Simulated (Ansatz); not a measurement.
**WB (space group I4_1/amd, No. 141)**

```cif
data_B4W4
_chemical_formula_sum 'B4 W4'
_space_group_name_H-M_alt 'P 1'
_space_group_IT_number 1
_cell_length_a 8.71383
_cell_length_b 8.71383
_cell_length_c 8.71383
_cell_angle_alpha 159.375
_cell_angle_beta 159.375
_cell_angle_gamma 29.331
loop_
_space_group_symop_operation_xyz
  'x, y, z'
loop_
_atom_site_label
_atom_site_type_symbol
_atom_site_fract_x
_atom_site_fract_y
_atom_site_fract_z
_atom_site_occupancy
B1 B 0.40627 0.90627 0.50000 1
B2 B 0.65627 0.65627 0.00000 1
B3 B 0.34373 0.34373 0.00000 1
B4 B 0.09373 0.59373 0.50000 1
W1 W 0.55307 0.05307 0.50000 1
W2 W 0.80307 0.80307 0.00000 1
W3 W 0.19693 0.19693 0.00000 1
W4 W 0.94693 0.44693 0.50000 1
```

Calculations: PBEsol, PAW, 420 eV (Ansatz, a quantum-chemistry and plane-wave program; no SOC). k-mesh 18×18×18 (Γ-centred); smearing 0.05 eV (Fermi–Dirac).

```json
{
 "volume_per_atom": "10.26 Å³",
 "density": "15.76 g/cm³",
 "band_gap": "zero",
 "total_energy": "-5205.046 eV/atom (σ→0; compares only within this code and set-up)"
}
```

No phonon test of stability was made. All final runs are without spin polarisation.
